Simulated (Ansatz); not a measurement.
The starting structures come from a database of crystals and need not be the phases stable at ambient conditions.

The decay constant κ of evanescent states in the gap governs leakage through a thin film.

Here is the system:

```
CELL_PARAMETERS angstrom
      7.89729     0.00000     0.00000
      0.00000    10.05826     0.00000
      0.00000     5.02913     2.90357
ATOMIC_POSITIONS crystal
  Cs 0.75000 0.33333 0.00000
  Cs 0.25000 0.66667 0.00000
  Cs 0.00000 0.00000 0.00000
  Cs 0.50000 0.00000 0.00000
  Pt 0.25000 0.33333 0.00000
  Pt 0.75000 0.66667 0.00000
```

Space group of this cell: P6_3/mmc. The cell is taken as given.

Transport runs along the normal of the first two printed cell vectors, the (110) plane of the conventional cell.

The gap is the functional's own. No spin-orbit coupling. Mid-gap values are interpolated on the energy grid.

Q: Estimate the band gap and the smallest decay constant κ at mid-gap that r2SCAN (Ansatz, a first-principles code) returns for this system.

A: Gap 2.05 eV on a 4×10×10 mesh; κ = 0.248 1/Å, at (0.000, 0.500) of the in-plane reciprocal vectors. At the zone centre, at the nearest computed energy, the slowest state has κ = 0.26 1/Å.
